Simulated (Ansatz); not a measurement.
The reference is AlRu in the CsCl type structure (space group Pm-3m, No. 221; a = 3.004 Å).

(Cell as relaxed with PBE.)

Levels (all Ansatz, a program for electronic structure, PAW): PBE (420 eV, no spin-orbit coupling); r2SCAN (500 eV, no spin-orbit coupling).

Each level relaxes its own structure.

| quantity | PBE | r2SCAN |
|---|---|---|
| volume per atom | 13.55 Å³ | 13.27 Å³ |
| lattice parameter a | 3.004 Å | 2.983 Å |
| band gap | zero | zero |

PBE's volume per atom lies 0.28 Å³ above r2SCAN's (2.1 %); PBE's lattice parameter a lies 0.021 Å above r2SCAN's (0.7 %); the two agree on the band gap. Neither level is exact; r2SCAN is the comparison here, not a measurement.

Stability against distortions was not tested. The final runs are not spin-polarised.
